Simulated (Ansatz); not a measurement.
## Work function of Y(0001) slab by several functionals

All runs by Ansatz (plane waves, PAW, no spin-orbit coupling): 8 layers on the in-plane lattice of PBE, ions relaxed at each level.

```json
[
 {"level": "LDA", "work function (eV)": "3.43", "rough cost against PBE (one kind of shared host)": "within a factor of 2"},
 {"level": "PBE", "work function (eV)": "3.25", "rough cost against PBE (one kind of shared host)": "1"},
 {"level": "PBEsol", "work function (eV)": "[?]", "rough cost against PBE (one kind of shared host)": "within a factor of 2"},
 {"level": "r2SCAN", "work function (eV)": "[?]", "rough cost against PBE (one kind of shared host)": "about 2 times"}
]
```

Problem. What belongs in the gaps?

Solution. 
- PBEsol, work function (eV): 3.31
- r2SCAN, work function (eV): 3.30

Problem. Which level lies nearest to measurement, and on which side does PBE miss?

Solution. Measured (a polycrystalline sample, not this face): 3.10 eV (measured; Richard Tran, Xiang-Guo Li, Joseph H. Montoya et al., Surface Science (2019), arXiv:1902.07811). Misses: LDA +0.33, PBE +0.15, PBEsol +0.21, r2SCAN +0.20 eV. Nearest is PBE, though measured values of one face scatter by 0.1 eV or more.

Ansatz is a first-principles code.
